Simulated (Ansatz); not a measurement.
A computed series for HfN: response to strain

Consider HfN in the rock salt structure (space group Fm-3m, No. 225; relaxed with 0.1 eV smearing).

```
HfN
1.0
    0.00000     2.25092     2.25092
    2.25092     0.00000     2.25092
    2.25092     2.25092     0.00000
N Hf
1 1
Direct
  0.00000   0.00000   0.00000
  0.50000   0.50000   0.50000
```

Cartesian axes are those of the cell as printed.

Strains are applied to the cell and any free atomic positions relax; under biaxial strain the out-of-plane vector relaxes too; under stress the whole cell relaxes.

All numbers come from PBEsol/PAW in Ansatz (a quantum-chemistry and plane-wave program), without spin-orbit coupling.

Notes on the quantities. energy relative to the base: free energy F; pressure: mean of the normal stresses, compression positive.

```csv
change,volume per atom,space group,energy relative to the base,pressure
base,11.40 Å³,Fm-3m (No. 225),0 meV/atom,0.0 GPa
"biaxial strain −3.87 %, plane normal [001], relaxed out of plane",10.69 Å³,I4/mmm (No. 139),+87 meV/atom,23.3 GPa
"biaxial strain −3.00 %, plane normal [001], relaxed out of plane",10.85 Å³,I4/mmm (No. 139),+51 meV/atom,17.1 GPa
"biaxial strain −1.11 %, plane normal [001], relaxed out of plane",…,I4/mmm (No. 139),…,…
tensor shear ε_xz = −1.35 %,11.40 Å³,Immm (No. 71),+3.2 meV/atom,0.1 GPa
"uniaxial stress, 5 GPa tension along x",11.48 Å³,I4/mmm (No. 139),+1.6 meV/atom,–
```

Q: Some entries are withheld; estimate them.

A: 
- biaxial strain −1.11 %, plane normal [001], relaxed out of plane, volume per atom: 11.20 Å³
- biaxial strain −1.11 %, plane normal [001], relaxed out of plane, energy relative to the base: +6.4 meV/atom
- biaxial strain −1.11 %, plane normal [001], relaxed out of plane, pressure: 5.6 GPa

Stability under load was not tested beyond the relaxation. The final runs are not spin-polarised. An odd electron count without spin: HfN.
